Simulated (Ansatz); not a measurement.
Input and output of a zone-centre phonon calculation for LuAg4 (I4/m, 5 atoms in the cell) (Ansatz, a quantum-chemistry and plane-wave program).

Level of theory: LDA (PW92), default PAW files made with PBE (plane waves; Ansatz).

```
CELL_PARAMETERS angstrom
     -3.31879     3.31879     2.07391
      3.31879    -3.31879     2.07391
      3.31879     3.31879    -2.07391
ATOMIC_POSITIONS crystal
  Lu 0.00000 0.00000 0.00000
  Ag 0.59819 0.80284 0.40103
  Ag 0.40181 0.19716 0.59897
  Ag 0.80284 0.40181 0.20465
  Ag 0.19716 0.59819 0.79535
```

Reference input (self-consistent single point, DFT, LDA (PW92), plane waves, default PAW files made with PBE): basis.ecutwfc = 420 eV; kpoints.mp_grid.grid = 7 7 7; hamiltonian.xc = lda; hamiltonian.pseudopotentials = {kind: paw} (the program's default PAW files); scf.occupations.method = gaussian; scf.occupations.width = 0.1 eV. This run's input differs from it in these lines:

Ansatz 0.2 input:
```diff
@@ -14,3 +14,3 @@
 kpoints:
-  mp_grid: { grid: [7, 7, 7] }
+  mp_grid: { grid: [5, 5, 5] }
 hamiltonian:
@@ -20,6 +20,4 @@
   occupations: { method: gaussian, width: 0.1 }
-output:
-  forces: true
-  eigenvalues: true
-  stress: true
+phonons:
+  method: dfpt
```

Log, with long lists cut:

```
SCF iter   1: F=—  HF=-44326.825826 eV  |F-HF|=—  |Δ(HF+E_count)|=         —  Δρ=1.26e-2  dr2=1.36e-1  ethr=1.77e-3  ⟨swp⟩=5.4  Hψ=10156  notcnv=0  defer=7
all-band conjugate gradients solve this SCF's bands
preconditioner: auto → Resta (q_TF=auto, 2.774 Å⁻¹)
SCF iter   2: F=—  HF=-44326.788926 eV  |F-HF|=—  |Δ(HF+E_count)|=   3.69e-2  Δρ=3.41e-3  dr2=3.98e-3  ethr=1.35e-4  ⟨swp⟩=2.8  Hψ=4914  notcnv=0  defer=133
   [... lines left out ...]
SCF iter   8: F=—  HF=-44326.787095 eV  |F-HF|=—  |Δ(HF+E_count)|=   4.94e-8  Δρ=4.40e-6  dr2=1.44e-8  ethr=1.51e-10  ⟨swp⟩=2.8  Hψ=4925  notcnv=0  defer=131
SCF iter   9: F=—  HF=-44326.787095 eV  |F-HF|=—  |Δ(HF+E_count)|=   5.24e-9  Δρ=1.75e-6  dr2=2.14e-9  ethr=1.42e-11  ⟨swp⟩=3.0  Hψ=4508  notcnv=0  defer=131
SCF iter  10: F=—  HF=-44326.787095 eV  |F-HF|=—  |Δ(HF+E_count)|=  7.20e-10  Δρ=3.50e-7  dr2=7.75e-11  ethr=2.12e-12  ⟨swp⟩=2.1  Hψ=4099  notcnv=0  defer=131
SCF iter  11: F=-44326.787095 eV  HF=-44326.787095 eV  |F-HF|=7.28e-12  |Δ(HF+E_count)|=  4.37e-11  Δρ=5.18e-8  dr2=1.80e-12  ethr=1.00e-12  ⟨swp⟩=13.9  Hψ=18962  notcnv=0
SCF 1 converged in 11 iterations: F = -44326.787095 eV  dr2 = 1.80e-12
DFPT response loops at Γ: preconditioner auto → Kerker (q_TF=auto, 2.774 Å⁻¹) (partly filled bands, converged f_vac=0.000) …
Free energy (F): -44326.787095 eV
Internal energy: -44326.777679 eV  (E = F + TS)
E sigma→0 (E₀):  -44326.782387 eV
Entropy (-TS):   -0.009417 eV (-1.883 meV/atom)
Fermi energy:    17.174218 eV
--- Phonons (Γ-DFPT): 5 representative perturbations + reference, on 39 of 125 k-points (Σ response iterations 19) ---
  k mesh reduced under 2 symmetry operations, with k and −k counted as one. Each operation leaves every solved displacement unchanged or reverses it
  ASR residual: 2.443e-4 → 0.000e0 eV/Å²; symmetrization residual: 4.720e-5 eV/Å²
  ASR residual per site (eV/Å²): 2.44e-4 1.38e-4 1.38e-4 1.38e-4 1.38e-4
  Γ frequencies (cm⁻¹): 0.00 0.00 0.00 91.74 91.74 94.96 105.20 109.41 109.41 110.85 120.47 128.75 131.55 138.44 138.44
  non-analytic LO–TO correction: not included (Born effective charges unavailable; polar crystals: no LO–TO splitting at Γ)
```

The run converged in 11 iterations. 

Summary of the result:
- Free energy E − TS (on the zero of these files) = -44326.7871 eV
- Fermi level (on the code's own zero) = 17.17 eV
- Zone-centre frequencies (cm⁻¹; negative means imaginary) = 0, 0, 0, 92, 92, 95, 105, 109, 109, 111, 120, 129, 132, 138, 138

The starting cell comes from a database of computed structures (which also holds hypothetical and non-ambient phases and stackings), without a prior relaxation at this level. Its lattice was rescaled by up to half a per cent.

Cost on one core of a shared machine: roughly 3 min.
